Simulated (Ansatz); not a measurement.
# Al, pressure series

The parent structure is Al in the fcc (Cu type) structure (space group Fm-3m, No. 225).

```xyz
1
Lattice="0.0000 1.9960 1.9960 1.9960 0.0000 1.9960 1.9960 1.9960 0.0000" Properties=species:S:1:pos:R:3 pbc="T T T"
Al     0.0000     0.0000     0.0000
```

Cell and atoms are relaxed at each pressure.

The values are results of plane-wave PAW DFT at the r2SCAN level (Ansatz, a program for electronic structure, 500 eV), no SOC, not measurements.

| P (GPa) | V (Å³/atom) |
|---|---|
| -2.00 | 16.270 |
| -1.00 | 16.081 |
| 0.90 | 15.755 |
| 2.10 | 15.567 |
| 4.48 | 15.226 |
| 9.00 | 14.670 |
| 15.00 | 14.061 |
| 22.50 | 13.445 |
| 30.00 | 12.935 |

Question: Fit a third-order Birch–Murnaghan equation of state.

Answer: Least squares on P(V) = (3B₀/2)[(V₀/V)^(7/3) − (V₀/V)^(5/3)]·[1 + (3/4)(B₀′ − 4)((V₀/V)^(2/3) − 1)] gives V₀ = 15.91 Å³/atom, B₀ = 94 GPa and B₀′ = 4.2.

Measured bulk modulus of Al: 80.8 GPa (static lattice; corrected from measurement; as listed in H. Levämäki et al., Physical Review B (2014)); the computed value is 16 % above it.

Load acts through the strain it causes; cell and atoms are relaxed under it. Stability against distortions was not tested. No other phases were tried under pressure.
